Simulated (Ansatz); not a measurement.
Cubic perovskite BaZrO₃, treated with r²SCAN+SOC (Ansatz, a first-principles code, plane waves, PAW).

Numerical settings: plane-wave cutoff 560 eV, 8×8×8 k mesh, Fermi–Dirac smearing 0.01 eV, PAW data made under PBE.

Response to compression and expansion:

```csv
V (Å³/atom),P (GPa),direct gap at Γ (eV),smallest gap on the k mesh (eV)
13.979,11.57,3.962,3.859
14.276,7.29,3.943,3.806
14.573,3.45,3.920,3.754
14.871,0.00,3.893,3.701
15.168,-3.10,3.863,3.648
15.466,-5.88,3.830,3.595
15.763,-8.38,3.794,3.541
```

The fundamental gap (3.70 eV at the equilibrium volume, with added k points) lies elsewhere than Γ–Γ.

Measured, for comparison: band gap 5.3 eV (temperature not stated, no zero-point or thermal correction, first of three measured values (5.3, 4.86, 4.8), our sources range from 4.86 to 5.30; as tabulated in Lindman et al. (2015), arXiv:1503.06612).
